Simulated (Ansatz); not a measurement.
We consider L1₂ (Cu3Au-type) Pt3Ti, described by r²SCAN in Ansatz (PAW).

Output (set-up and result lines):

```
Crystal: 4 atoms, lattice volume = 60.052 Å³
Basis set: ecut = 560 eV, 1839 PW (Γ), exchange–correlation on 96×96×96 points (27 copies of the dense FFT grid, shifted against one another)
Bands: 40, of which v1, the nominal top of the filled ones, is band 33 counted from 1 (32 counted from 0)
Symmetry: 48 space group operations
Space group: Pm-3m (ITA 221), of the structure as read, at distance tolerance 3.9e-5 Å
k-points: 120 of 2744
Functional: x = r2scan, c = r2scan; τ floored in thin density (d = 2e-4 eV/Å³)
SCF iter   1: F=—  HF=-40118.655048 eV  |F-HF|=—  |Δ(HF+E_count)|=         —  Δρ=4.62e-2  dr2=2.31e0  dr2_τ=1.32e-1
SCF iter   2: F=—  HF=-40118.431252 eV  |F-HF|=—  |Δ(HF+E_count)|=   2.24e-1  Δρ=2.45e-2  dr2=4.77e-1  dr2_τ=1.37e-1
  ...
SCF iter  10: F=—  HF=-40118.423648 eV  |F-HF|=—  |Δ(HF+E_count)|=   1.38e-9  Δρ=1.05e-6  dr2=9.93e-10  dr2_τ=5.92e-11
SCF iter  11: F=-40118.423648 eV  HF=-40118.423648 eV  |F-HF|=1.46e-11  |Δ(HF+E_count)|=  7.28e-12  Δρ=2.20e-7  dr2=5.50e-11  dr2_τ=8.34e-12
SCF 1 converged in 11 iterations: F = -40118.423648 eV  dr2 = 5.50e-11
SCF converged after 11 iterations
Free energy (F): -40118.423648 eV
Internal energy: -40118.414214 eV  (E = F + TS)
E sigma→0 (E₀):  -40118.418931 eV
Fermi energy:    22.051359 eV
--- Forces (eV/Å), atoms counted from 1 ---
  atom   1  Ti    -0.00000000     0.00000000     0.00000000
  atom   2  Pt     0.00000000    -0.00000000     0.00000000
  atom   3  Pt     0.00000000    -0.00000000     0.00000000
  atom   4  Pt     0.00000000     0.00000000    -0.00000000
--- Stress (GPa, compression-positive) ---
        1.000198       0.000000       0.000000
        0.000000       1.000198       0.000000
        0.000000       0.000000       1.000198
  P = ⅓ Tr σ = 1.0002 GPa (10.002 kbar)
```

Write an input file that produces this run.

Several could match; the one computed here: 
Ansatz 0.2 input:
```yaml
crystal:
  lattice:
    - [3.916, 0.0, 0.0]
    - [0.0, 3.916, 0.0]
    - [0.0, 0.0, 3.916]
  atoms:
    - { symbol: Ti, position: [0.0, 0.0, 0.0] }
    - { symbol: Pt, position: [0.0, 0.5, 0.5] }
    - { symbol: Pt, position: [0.5, 0.0, 0.5] }
    - { symbol: Pt, position: [0.5, 0.5, 0.0] }
basis:
  ecutwfc: 560
  ecutrho_ratio: 4
  xc_grid: 3
kpoints:
  mp_grid: { grid: [14, 14, 14] }
hamiltonian:
  xc: r2scan
  dispersion: none
  pseudopotentials: { kind: paw }
scf:
  occupations: { method: fermi_dirac, width: 0.05 }
  convergence: { dr2_threshold: 0.0000000004 }
output:
  forces: true
  stress: true
  eigenvalues: true
```

The PAW data were made under PBE.

Note: cell and atoms aren't relaxed at this level (pressure 1.0 GPa).

Ansatz is an electronic-structure program.
